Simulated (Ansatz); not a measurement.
Start from SiC in the zinc blende structure (space group F-43m, No. 216).

```cif
data_C4Si4
_chemical_formula_sum 'Si4 C4'
_space_group_name_H-M_alt 'F-43m'
_space_group_IT_number 216
_space_group_name_Hall 'F -4 2 3'
_cell_length_a 4.32898
_cell_length_b 4.32898
_cell_length_c 4.32898
_cell_angle_alpha 90.000
_cell_angle_beta 90.000
_cell_angle_gamma 90.000
loop_
_atom_site_label
_atom_site_type_symbol
_atom_site_symmetry_multiplicity
_atom_site_Wyckoff_symbol
_atom_site_fract_x
_atom_site_fract_y
_atom_site_fract_z
_atom_site_occupancy
Si1 Si 4 a 0.00000 0.00000 0.00000 1
C1 C 4 d 0.75000 0.75000 0.75000 1
```
(The calculation used a cell of 2 atoms; values per cell refer to that cell.)

Level of theory: LDA/PAW in Ansatz (a first-principles code), no spin-orbit coupling.

Strains are applied to the cell and any free atomic positions relax.

One change was made to it. Results:

```csv
quantity,base,after
energy relative to the base (free energy F),0 meV/atom,+1.7 meV/atom
mean gap deformation potential ΔEg/Δln V,–,+0.9 eV
"hole mass (degenerate bands, along [100])","0.39, 0.59, 0.59 mₑ (at Γ)","0.40, 0.59, 0.59 mₑ (at Γ)"
electron mass,"0.68 mₑ along k, 0.23 mₑ across (at X)","0.67 mₑ along k, 0.22 mₑ across (at X)"
```

Q: Which change produced these results?
A. isotropic strain −2.50 %
B. isotropic strain +3.00 %
C. isotropic strain −0.50 %

A: C, isotropic strain −0.50 %. For comparison, the energy relative to the base in the other runs: isotropic strain −2.50 % gives +44 meV/atom; isotropic strain +3.00 % gives +54 meV/atom.

Masses are band curvatures over ±0.01 Å⁻¹ around the edge. Along k means along the line from Γ to the band edge. Stability against distortions was not tested.
